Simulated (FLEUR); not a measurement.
Input and output of a self-consistent single point for Cr (Im-3m, 1 atom in the cell) (FLEUR).

Computed with PBEsol, all-electron FLAPW (FLEUR), scalar-relativistic valence run with FLEUR.

```
Cr
1.0
   -1.41840     1.41840     1.41840
    1.41840    -1.41840     1.41840
    1.41840     1.41840    -1.41840
Cr
1
Direct
  0.00000   0.00000   0.00000
```
Moments meant for the start (each program seeds them in its own way; μB, in the order of the atoms Cr): 3.0.

Reference input (self-consistent single point, DFT, PBE, all-electron FLAPW (FLEUR), scalar-relativistic valence): Kmax = 3.6 1/bohr; GmaxXC = 14.4 1/bohr; xcFunctional = pbe; jspins = 2; l_soc = F; mode = hist; fermiSmearingEnergy = 0.00367493 Htr; mesh (inpgen div1-3) = 13 13 13; inpgen gamma flag = false; Gmax = 14.4 1/bohr; numbands = 0; maxIterBroyd = 15. This run's input differs from it in these lines:

```diff
@@ -13,2 +13,3 @@
 &comp jspins=2 /
+&exco xctyp='PBEs' /
 &kpt div1=13 div2=13 div3=13 /
@@ -25,3 +26,3 @@
       <coreElectrons ctail="T" frcor="F" kcrel="0" coretail_lmax="0"/>
-      <xcFunctional name="pbe" relativisticCorrections="F"/>
+      <xcFunctional name="PBEs" relativisticCorrections="F"/>
       <magnetism jspins="2"/>
```

Output (repeated stretches shortened):

```
 Iteration:     1   Distance:      56.09126379 me/bohr^3
 Iteration:     2   Distance:      53.02426986 me/bohr^3
 Iteration:     3   Distance:      26.13324637 me/bohr^3
 Iteration:     4   Distance:      30.08202403 me/bohr^3
 Iteration:     5   Distance:      32.17268607 me/bohr^3
   [... 12 lines left out ...]
 Iteration:    18   Distance:       0.00010849 me/bohr^3
 Iteration:    19   Distance:       0.00002305 me/bohr^3
 Iteration:    20   Distance:       0.00001203 me/bohr^3
 Iteration:    21   Distance:       0.00000240 me/bohr^3
 Run finished successfully
 Stop message:
   Structural relaxation: Done

[file out, last iteration]
             iter=     22
[...]
          total density-effective poten   -1.6694968995E+03
          total charge density-energy d   -4.7721407729E+01
 Updated energy parameters for spin:           1
 Updated energy parameters for spin:           2
[...]
 fermi energy and band-weighting factors:

[...]
FERMIE:
          first approx. to ef    (T=0)  :   0.472510 htr   (energy of the highest occ. eigenvalue)
          number of occ. states  (T=0)  :       1180
          first approx. to seigv (T=0)  :  -8.732334 htr
          sum of weights of occ. states :  14.010014
          sum of semicore charge        :   0.000000 e
FERHIS:  Fermi-Energy by histogram:
          bandgap                     :   0.000749 htr
   [... lines left out ...]
          charge neutrality (T=0)     :   0.010014    (zero if the highest occ. eigenvalue is "entirely" occupied)
     EF_NEWTON:  Adjust Fermi-Energy by Newton-Method.
 Direct bandgap for spin            1 :    2.6377731540654259E-002  Htr
 Direct bandgap for spin            2 :    2.6377731572319263E-002  Htr
 ---->    free energy=                     -1049.8381642456 htr
   [... lines left out ...]
SPIN-1 FORCE FOR ATOM TYPE=  1  X=  0.000   Y=  0.000   Z=  0.000      FX_SP = 0.000000 FY_SP = 0.000000 FZ_SP = 0.000000
SPIN-2 FORCE FOR ATOM TYPE=  1  X=  0.000   Y=  0.000   Z=  0.000      FX_SP = 0.000000 FY_SP = 0.000000 FZ_SP = 0.000000
 ***** TOTAL FORCES ON ATOMS *****
 TOTAL FORCE FOR ATOM TYPE=  1  X=  0.000   Y=  0.000   Z=  0.000
                       FX_TOT= 0.000000 FY_TOT= 0.000000 FZ_TOT= 0.000000
 Structural relaxation: Done
```

The run converged in 21 iterations. FLEUR gives forces in its relaxation mode, with a further iteration, so its stop message speaks of a relaxation. 

The starting cell was generated: these elements placed on a structure prototype, without a prior relaxation; it need not be a known phase or ordering of this composition. Its lattice was rescaled by a random factor within 2.5 % of one. The starting moments vanished: the run ended non-magnetic, which need not be the lowest state. Values depend on the basis (sphere radii, cutoffs, local orbitals), which need not be converged. The log's line on a gap gives a spacing of levels on this mesh, which the program prints for metals too.

Cost on one core of a shared machine: roughly 40 s.
